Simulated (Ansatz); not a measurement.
Base system: GaSb in the zinc blende structure (space group F-43m, No. 216).

```yaml
crystal:
  lattice:
    - [0.00000, 3.06618, 3.06618]
    - [3.06618, 0.00000, 3.06618]
    - [3.06618, 3.06618, 0.00000]
  atoms:
    - { symbol: Ga, position: [0.00000, 0.00000, 0.00000] }
    - { symbol: Sb, position: [0.25000, 0.25000, 0.25000] }
```

Cartesian axes are those of the cell as printed.

Calculations: r2SCAN/PAW in Ansatz (a quantum-chemistry and plane-wave program), scalar-relativistic without spin-orbit coupling.

Base values:

- Band gap = 0.41 eV
- Valence-band top at Γ = 0.00, 0.00, 0.00 eV
- Shortest interatomic distance = 5.018 bohr

Perturbation: a pure shear with ε_xy = ε_yx = 0.0171; the atoms relax in the strained cell.

### Question
Predict the new band gap, valence-band top at Γ and shortest interatomic distance.

### Answer
The band gap shrinks by 0.15 eV, from 0.41 eV to 0.26 eV; the valence-band top at Γ (three highest levels, from the VBM) goes from 0.00, 0.00, 0.00 eV to 0.00, -0.17, -0.27 eV; the shortest interatomic distance drops by 0.025 bohr (5.018 bohr → 4.993 bohr).

With Sb present, leaving out spin-orbit coupling can change the band edges. Whether these cells are dynamically stable was not tested. A zero or small gap of GaSb under tensor shear ε_xy = +1.71 % can be the functional's error rather than a property of the material.
